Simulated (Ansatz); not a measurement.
Take Ag in the fcc (Cu type) structure (space group Fm-3m, No. 225) as the base.

```
Ag
1.0
    0.00000     2.05259     2.05259
    2.05259     0.00000     2.05259
    2.05259     2.05259     0.00000
Ag
1
Direct
  0.00000   0.00000   0.00000
```

Cartesian axes are those of the cell as printed.

Calculations: r2SCAN, PAW, 500 eV (Ansatz, a first-principles code; no SOC).

Before the change:

| Quantity | Result |
|---|---|
| Pressure | 0.0 GPa |
| Shortest interatomic distance | 2.903 Å |

It is then changed as follows: the cell is compressed by 0.81 % along x with no lateral relaxation, atoms relaxed at fixed cell.

Task: What does the calculation give for the pressure after the change?

Result: The pressure (mean of the normal stresses, compression positive) goes from zero to 0.9 GPa.

Task: What does the calculation give for the energy relative to the base after the change?

Result: The energy rises by 0.4 meV/atom.

Task: Estimate the effect on the shortest interatomic distance.

Result: The shortest interatomic distance shrinks by 0.012 Å (2.903 Å → 2.891 Å).

Without a gap, meshes like the base's 19×19×19 leave anisotropic stresses uncertain by several tenths of a GPa, and small strain energies with them. The cells carry an imposed strain or load. Whether these cells are dynamically stable was not tested.
